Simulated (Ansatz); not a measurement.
The reference is TiN in the rock salt structure (space group Fm-3m, No. 225; a = 4.204 Å). Axes: x, y, z lie along the cube axes.

Computed with Ansatz (a program for electronic structure) PBEsol, scalar-relativistic without spin-orbit coupling.

Free-standing slabs (2 atom(s) a layer) normal to the z axis with 15 Å of vacuum; in-plane cell held at bulk.

One change was made to it. Results:

```csv
quantity,base,after
excess energy per area of both faces (slab less bulk energy over the cell's area: twice a surface energy) (uncertain by up to 0.07 J/m²),–,3.2 J/m²
shortest interatomic distance,2.102 Å,2.042 Å
band gap,zero,zero
```

### Question
What was done to the base?
A) 7 layers
B) 3 layers
C) 5 layers
D) 2 layers

### Answer
D, 2 layers. For comparison, the shortest interatomic distance in the other runs: 7 layers gives 1.978 Å; 5 layers gives 1.989 Å; 3 layers gives 1.973 Å.

The excess energy carries the mismatch between the slab's and the bulk's meshes. Stability against distortions was not tested. All final runs are without spin polarisation. An odd electron count without spin: TiN.
